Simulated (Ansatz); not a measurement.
For C (model structure, started from the Ge type, P4₃2₁2, No. 96, 12 atoms in the cell), LDA in Ansatz (PAW) gives:

| Quantity | Value |
|---|---|
| lattice constant a | 3.761 Å |
| c axis length | 4.621 Å |
| cohesive energy | 8.07 eV/atom |
| band gap | 4.97 eV |

Q: What does r²SCAN+rVV10 (plane waves, PAW; Ansatz, a program for electronic structure) give for the same quantities?

A: 
- lattice constant a: 3.793 Å (rises by 0.9 %)
- lattice parameter c: 4.666 Å (goes up by 1.0 %)
- cohesive energy: 6.71 eV/atom (falls by 1.36 eV/atom)
- band gap: 5.36 eV (rises by 0.39 eV)

Changes are worked out from the printed values.

Unless a cell is named, each level is at its own relaxed cell (LDA 5.45, r²SCAN+rVV10 5.60 Å³/atom).

Density-functional gaps are differences of (generalised) Kohn–Sham levels.

Ansatz's density-functional and Hartree–Fock values are scalar-relativistic unless marked +SOC, with PAW data made under PBE.

A model structure was made by putting elements into a prototype or built by hand; it is no filed structure, need not be a known phase, and can be a saddle point held by its symmetry.
